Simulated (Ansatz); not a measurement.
Consider GaAs in the zinc blende structure (space group F-43m, No. 216; a = 5.6594 Å).

Now apply this change: a fraction x = 0.25 of the Ga sites is given to Al, ordered in a cell of 8 atoms (starting symmetry P-43m) and fully relaxed.

The other end (x = 1) is AlAs in the zinc blende structure (space group F-43m, No. 216): 22.84 Å³/atom, gap 1.34 eV.

Levels (all Ansatz, a program for electronic structure, PAW, earlier PAW set): PBEsol (420 eV, no spin-orbit coupling); PBEsol+SOC (420 eV, spin-orbit coupling included).

The geometry is relaxed with PBEsol.

| Item | Value |
|---|---|
| PBEsol width of the top valence band | 1.53 eV |
| PBEsol band gap | 0.75 eV |
| PBEsol valence-band top at Γ | 0.00, 0.00, 0.00 eV |

With PBEsol+SOC at the same geometry, the width of the top valence band grows by 0.05 eV, from 1.53 eV to 1.58 eV; the band gap falls by 0.105 eV (0.75 eV → 0.64 eV); the valence-band top at Γ (three highest Kramers pairs, from the VBM) changes from 0.00, 0.00, 0.00 eV to 0.00, 0.00, -0.33 eV; the hole mass (degenerate bands, along [100]) comes out as 0.058, 0.36 mₑ (at Γ). The threefold valence maximum splits by Δso ≈ 0.33 eV.

Single points use the geometry relaxed with PBEsol. Differences between runs with and without spin-orbit coupling are approximate. Each cell is one ordered arrangement of few atoms, which overstates ordering effects compared with a random alloy. Masses are band curvatures over ±0.01 Å⁻¹ around the edge. Stability against distortions was not tested.
